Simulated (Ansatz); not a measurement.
Start from Sr in the fcc (Cu type) structure (space group Fm-3m, No. 225; a = 6.100 Å). Axes: x, y, z lie along the cube axes.

Level of theory: r2SCAN (Ansatz, a quantum-chemistry and plane-wave program, PAW, without spin-orbit coupling).

Before the change:

| Item | Value |
|---|---|
| Pressure | 0.0 GPa |

Now apply this change: biaxial strain +2.37 %, plane normal [111], relaxed out of plane (Cartesian); in-plane vectors clamped, the third vector and the atoms free.

**Question.** Estimate the effect on the energy relative to the base.

**Answer.** The energy rises by 5.0 meV/atom.

**Question.** What does the calculation give for the pressure after the change?

**Answer.** The pressure (mean of the normal stresses, compression positive) goes from zero to -0.4 GPa.

Whether these cells are dynamically stable was not tested.
